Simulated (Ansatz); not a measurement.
Input and output of a relaxation of cell and atoms for Al (Fm-3m, 1 atom in the cell) (Ansatz, a quantum-chemistry and plane-wave program).

Method of the run: PBE-D3BJ, harder PAW files (source: ansatz) (plane waves; Ansatz).

```yaml
crystal:
  lattice:
    - [0.00000, 2.01946, 2.01946]
    - [2.01946, 0.00000, 2.01946]
    - [2.01946, 2.01946, 0.00000]
  atoms:
    - { symbol: Al, position: [0.00000, 0.00000, 0.00000] }
```

Reference input (self-consistent single point, DFT, PBE, plane waves, harder PAW files (source: ansatz)): basis.ecutwfc = 900 eV; kpoints.mp_grid.grid = 14 14 14; hamiltonian.xc = pbe; hamiltonian.pseudopotentials = {kind: paw, source: ansatz}; scf.occupations.method = methfessel_paxton; scf.occupations.width = 0.1 eV. This run's input differs from it in these lines:

```diff
@@ -13,2 +13,3 @@
   xc: pbe
+  dispersion: d3bj
   pseudopotentials: { kind: paw, source: ansatz }
@@ -16,2 +17,4 @@
   occupations: { method: methfessel_paxton, width: 0.1 }
+relax:
+  cell: {}
 output:
```

Output (repeated stretches shortened):

```
   [... SCF lines of the steps left out ...]
relax step   1: F+E_penalty+E_count = -2431.40103321 eV  Δ(F+E_penalty+E_count) = +0.000e0 eV  max|allowed force component| = 0.000e0 eV/Å  Δτ_max = 0.0000 Å  P = -3.556 GPa  Ω = 16.472 Å³  (5 SCF iters, dr2 threshold 1.00e-7 eV, accepted)
relax step   2: F+E_penalty+E_count = -2431.40934997 eV  Δ(F+E_penalty+E_count) = -8.317e-3 eV  max|allowed force component| = 0.000e0 eV/Å  Δτ_max = 0.0000 Å  P = +0.522 GPa  Ω = 15.646 Å³  energy of the carried Pulay correction = +5.130e-5 eV  (4 [...]
relax step   3: F+E_penalty+E_count = -2431.40949543 eV  Δ(F+E_penalty+E_count) = -1.455e-4 eV  max|allowed force component| = 0.000e0 eV/Å  Δτ_max = 0.0000 Å  P = -0.037 GPa  Ω = 15.747 Å³  energy of the carried Pulay correction = +4.478e-5 eV  (3 [...]
relax step   4: F+E_penalty+E_count = -2431.40944889 eV  Δ(F+E_penalty+E_count) = +4.654e-5 eV  max|allowed force component| = 0.000e0 eV/Å  Δτ_max = 0.0000 Å  P = -0.037 GPa  Ω = 15.747 Å³  stress off target by 3.66e-2 GPa  SCF on the basis [...]
basis re-selected at this cell: Δ(F+E_penalty+E_count) = +4.654e-5 eV, ΔP = +0.000 GPa vs the last step
Stability not checked (fill_not_monotonic)
Free energy (F): -2431.409449 eV
Internal energy: -2431.409513 eV  (E = F + TS)
E sigma→0 (E₀):  -2431.409465 eV
Entropy (-TS):   0.000064 eV (0.064 meV/atom)
Fermi energy:    10.572058 eV
--- Forces (eV/Å), atoms counted from 1 ---
  atom   1  Al    -0.00000000    -0.00000000    -0.00000000
--- Stress (GPa, compression-positive) ---
   [... lines left out ...]
to start a new deck from the relaxed geometry:
  cell:  # Å, volume = 15.7469 Å³
    - [-2.5476860164477955e-34, 1.989396261689786, 1.989396261689786]
    - [1.989396261689786, 1.2228892878949417e-33, 1.989396261689786]
    - [1.989396261689786, 1.989396261689786, 6.623983642764267e-34]
  atoms:
    - { symbol: Al, position: [0.0, 0.0, 0.0] }
```

The run converged. 

Summary of the result:
* **Free energy E − TS (on the zero of these files)**: -2431.4094 eV
* **Fermi level (on the code's own zero)**: 10.57 eV
* **Pressure**: -0.04 GPa
* **Dispersion energy**: -0.353 eV
* **Final cell**: a = b = c = 2.813 Å, α = β = γ = 60.00°
* **Final volume per atom**: 15.75 Å³
* **Relaxation steps**: 4

The starting cell comes from a database of computed structures (which also holds hypothetical and non-ambient phases and stackings), without a prior relaxation at this level. The relaxation keeps the symmetry of its start, so its end need not be a minimum. Ansatz's pressure includes its estimate of the finite-basis (Pulay) stress.

Keys are those of Ansatz 0.2.
